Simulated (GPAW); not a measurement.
**σxx against uniaxial strain in fluorite-structure HfO2 (space group 225): C11 (GPAW, LDA)**

```yaml
crystal:
  lattice:
    - [0.00000, 2.49845, 2.49845]
    - [2.46097, 0.00000, 2.49845]
    - [2.46097, 2.49845, 0.00000]
  atoms:
    - { symbol: Hf, position: [0.00000, 0.00000, 0.00000] }
    - { symbol: O, position: [0.25000, 0.25000, 0.25000] }
    - { symbol: O, position: [0.75000, 0.75000, 0.75000] }
```

Level of theory: LDA (Perdew-Wang 92), GPAW PAW datasets LDA (gpaw-data 1.0.1) (plane waves; GPAW 25.7.0). Settings: mode = pw; ecut = 1040 eV; xc = LDA; kpts = 14 14 14; mesh shift (steps) = 0 0 0; occupations.name = fermi-dirac; occupations.width = 0.01 eV; nbands = -4; convergence.density = 1e-06 e/electron; convergence.energy = 1e-06 eV/electron; convergence.bands = -2; symmetry.symmorphic = false; symmetry.tolerance = 0.0005; maxiter = 120. The cell above is the first row's. The rows stretch one cube axis (x) by the strain ε and hold the other two. Stress is positive in tension. In all rows fractional positions and the k mesh are held.

```csv
ε (%),σxx (GPa)
-1.5,-9.53
-1.0,-6.27
-0.5,-3.08
0.0,0.04
0.5,3.08
1.0,6.07
1.5,8.99
2.0,?
```

Taking a parabola for σxx over the 7 complete rows: Least squares gives σxx = 0.036 + 6.1714·ε - 0.1362·ε². Residuals (row less fit): -0.002, 0.002, 0.004, 0.004, -0.008, -0.001, 0.003; standard error 0.005 (degrees of freedom: 4). The slope at ε = 0, 6.1714 GPa per cent, gives C11 ≈ 100 × 6.1714 = 617 GPa, for the static lattice.

**Question.** What does the fit predict for σxx at ε = 2.0, and how far is the calculated value from it?

**Answer.** σxx = 0.036 + 6.1714 × 2.0 - 0.1362 × 2.0² = 11.834 GPa. The calculation gives 11.85 GPa, 0.016 GPa above the prediction (0.1 % of the range of σxx in the table). The row lies outside the fitted rows, so this is an extrapolation. From the scatter of the fitted rows alone, a prediction at this place has a standard error of 0.010 GPa, so the miss is 1.6 times that.

Carrying the step between the two nearest rows on in a straight line would have given 11.91, off by 0.06; series whose last step already gives the withheld value aren't shown. The reference cell has the volume at which an earlier scan in this program and functional put its minimum by a fit. This is a high-temperature phase, held here by symmetry. The runs keep the symmetry of the cell, so they don't test it for distortions. The unstrained cell stands at a pressure of -0.04 GPa, and the constants belong to that pressure. By symmetry this strain leaves no force on the atoms; the largest in the rows is 0.000 eV/Å. Spin-orbit coupling is off. Cutoffs and mesh are single choices, not tested for convergence of this quantity. Series with a scatter that would blur these digits, or in which a gap closes, are not shown. Strain series were run only where this level's volume lies within 10 % of a first guess from the measured size.
